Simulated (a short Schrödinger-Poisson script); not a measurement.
Structure: MOS inversion layer, SiO2 on p-type Ge(111), at 300 K.

```tsv
layer	material	thickness (nm)	Na (cm⁻³)
1	SiO2	1.9	-
2	Ge	430	9.2e17
```

Constants are typed, rounded textbook-type inputs, not results; the design itself was drawn at random and stands for no fabricated device. SiO2: permittivity 3.9, conduction-band edge (eV) 3.1, gap (eV) 9, electron mass (mₑ) 0.5. Ge: permittivity 16, conduction-band edge (eV) 0, gap (eV) 0.664, Nv at 300 K (cm⁻³) 6e18.

Channel valleys (confinement mass, in-plane density-of-states mass, number): L1 1.59, 0.08, 1; L3 0.09, 0.34, 3. At the gate the conduction-band edge of layer 1 lies 3.13 eV − eVg above the Fermi level of the channel; the field vanishes at the back. Gaps are held at their typed values at every temperature. Mesh 0.03 nm at interfaces.

Solved with a short Schrödinger-Poisson script written for these runs: 1D Poisson equation in equilibrium, electrons quantum, Hartree (BenDaniel-Duke, 12 states a valley, the channel's in-plane mass for all, wave functions free to enter the dielectric), parabolic valleys, classical holes, full ionisation, no traps, pinning or gate leakage.

The same stack at other levels of the model or other numerical settings:

```
run                                          sheet density of all electrons at Vg = 1.8 V (cm⁻²)  sheet density of all electrons at Vg = 0.6 V (cm⁻²)  capacitance at Vg = 1.8 V (μF/cm²)  centroid of the channel electrons at Vg = 1.8 V (nm)  rough cost against the base
-------------------------------------------  ---------------------------------------------------  ---------------------------------------------------  ----------------------------------  ----------------------------------------------------  ---------------------------
base                                                                                     1.29e13                                              1.86e12                                1.56                                                  1.62                      about 1
electrons treated as classical, Boltzmann                                                1.56e13                                              2.80e12                                1.76                                                  0.38                         0.02
electrons treated as classical, Fermi-Dirac                                              1.43e13                                              2.60e12                                1.62                                                  0.80                          0.1
mesh six times as coarse                                                                 1.29e13                                              1.85e12                                1.55                                                  1.63                          0.2
one subband a valley                                                                     1.29e13                                              1.82e12                                1.56                                                  1.62                          0.4
```

The classical rows ignore confinement, and Boltzmann statistics overrate the density once the band edge passes the Fermi level.

Only the L valleys are kept; under strong confinement the Δ valleys of Ge fill too.
